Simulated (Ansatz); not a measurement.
A self-consistent single point of a (001) slab of HfPd2 (cut from a parent of space group no. 139; 6 atoms in the cell) with Ansatz (a first-principles code).

Level of theory: PBEsol, default PAW files made with PBE (plane waves; Ansatz).

The change in words: vacuum of 3 angstrom (first run: 14 Å). Reference geometry:
```
CELL_PARAMETERS angstrom
      3.38906     0.00000     0.00000
      0.00000     3.38906     0.00000
      0.00000     0.00000    21.14111
ATOMIC_POSITIONS crystal
  Hf 0.00000 0.00000 0.60274
  Pd 0.00000 0.00000 0.33111
  Pd 0.50000 0.50000 0.66889
  Hf 0.50000 0.50000 0.39726
  Pd 0.50000 0.50000 0.53658
  Pd 0.00000 0.00000 0.46341
```

Reference input (self-consistent single point, DFT, PBEsol, plane waves, default PAW files made with PBE): basis.ecutwfc = 30.9 Ry; kpoints.mp_grid.grid = 9 9 1; hamiltonian.xc = pbesol; hamiltonian.pseudopotentials = {kind: paw} (the program's default PAW files); scf.occupations.method = fermi_dirac; scf.occupations.width = 0.0073 Ry. This run's input differs from it in these lines:

Ansatz 0.2 input:
```diff
@@ -5,10 +5,10 @@
     - [0.000000, 3.389062, 0.000000]
-    - [0.000000, 0.000000, 21.141112]
+    - [0.000000, 0.000000, 10.141129]
   atoms:
-    - { symbol: Hf, position_ang: [0.000000, 0.000000, 12.742509] }
-    - { symbol: Pd, position_ang: [0.000000, 0.000000, 6.999991] }
-    - { symbol: Pd, position_ang: [1.694531, 1.694531, 14.141121] }
-    - { symbol: Hf, position_ang: [1.694531, 1.694531, 8.398518] }
-    - { symbol: Pd, position_ang: [1.694531, 1.694531, 11.344004] }
-    - { symbol: Pd, position_ang: [0.000000, 0.000000, 9.797003] }
+    - { symbol: Hf, position_ang: [0.000000, 0.000000, 7.242521] }
+    - { symbol: Pd, position_ang: [0.000000, 0.000000, 1.500005] }
+    - { symbol: Pd, position_ang: [1.694531, 1.694531, 8.641124] }
+    - { symbol: Hf, position_ang: [1.694531, 1.694531, 2.898527] }
+    - { symbol: Pd, position_ang: [1.694531, 1.694531, 5.844008] }
+    - { symbol: Pd, position_ang: [0.000000, 0.000000, 4.297009] }
 basis:
```

Log, with long lists cut:

```
SCF iter   1: F=—  HF=-58825.868839 eV  |F-HF|=—  |Δ(HF+E_count)|=         —  Δρ=1.04e-2  dr2=1.86e-1  ethr=1.77e-3  ⟨swp⟩=5.2  Hψ=3828  notcnv=0  defer=8
all-band conjugate gradients solve this SCF's bands
preconditioner: auto → LDOS
SCF iter   2: F=—  HF=-58825.897038 eV  |F-HF|=—  |Δ(HF+E_count)|=   2.82e-2  Δρ=1.59e-2  dr2=3.20e-1  ethr=1.50e-4  ⟨swp⟩=2.0  Hψ=2320  notcnv=0  defer=20
   [... lines left out ...]
SCF iter   6: F=—  HF=-58825.835640 eV  |F-HF|=—  |Δ(HF+E_count)|=   6.06e-6  Δρ=1.41e-4  dr2=2.36e-5  ethr=1.74e-7  ⟨swp⟩=2.0  Hψ=1660  notcnv=0  defer=14
SCF iter   7: F=—  HF=-58825.835640 eV  |F-HF|=—  |Δ(HF+E_count)|=   5.27e-7  Δρ=3.15e-5  dr2=1.28e-6  ethr=1.90e-8  ⟨swp⟩=2.0  Hψ=1668  notcnv=0  defer=14
SCF iter   8: F=—  HF=-58825.835640 eV  |F-HF|=—  |Δ(HF+E_count)|=   1.27e-7  Δρ=1.05e-5  dr2=1.47e-7  ethr=1.03e-9  ⟨swp⟩=2.0  Hψ=1469  notcnv=0  defer=13
SCF iter   9: F=-58825.835640 eV  HF=-58825.835640 eV  |F-HF|=4.83e-9  |Δ(HF+E_count)|=   1.19e-8  Δρ=3.09e-6  dr2=1.18e-8  ethr=8.06e-11  ⟨swp⟩=8.7  Hψ=3805  notcnv=0
SCF 1 converged in 9 iterations: F = -58825.835640 eV  dr2 = 1.18e-8
Free energy (F): -58825.835640 eV
Internal energy: -58825.724426 eV  (E = F + TS)
E sigma→0 (E₀):  -58825.780033 eV
Entropy (-TS):   -0.111214 eV (-18.536 meV/atom)
Fermi energy:    17.370529 eV
--- Forces (eV/Å), atoms counted from 1 ---
  atom   1  Hf     0.00000000     0.00000000     0.12613727
  atom   2  Pd     0.00000000     0.00000000    -0.70573831
  atom   3  Pd     0.00000000     0.00000000     0.70573831
  atom   4  Hf     0.00000000     0.00000000    -0.12613727
  atom   5  Pd     0.00000000     0.00000000    -0.25833798
  atom   6  Pd     0.00000000     0.00000000     0.25833798
--- Stress (GPa, compression-positive) ---
       -6.295208       0.000000       0.000000
        0.000000      -6.295208       0.000000
        0.000000       0.000000      -7.458545
  P = ⅓ Tr σ = -6.6830 GPa (-66.830 kbar)
  The stress holds the Pulay correction. Without it, at fixed plane waves, as pw.x and ABINIT print it: P = -6.7288 GPa
```

The run converged in 9 iterations. Against the reference run the free energy falls by 163 meV/atom and the largest force goes from 0.356 to 0.706 eV/Å.

The starting cell comes from a database of computed structures (which also holds hypothetical and non-ambient phases and stackings), without a prior relaxation at this level. The slab is cut from that crystal, and its faces are unrelaxed. Its lattice was rescaled by up to half a per cent. Spin-orbit coupling is off. Spin polarisation is off.
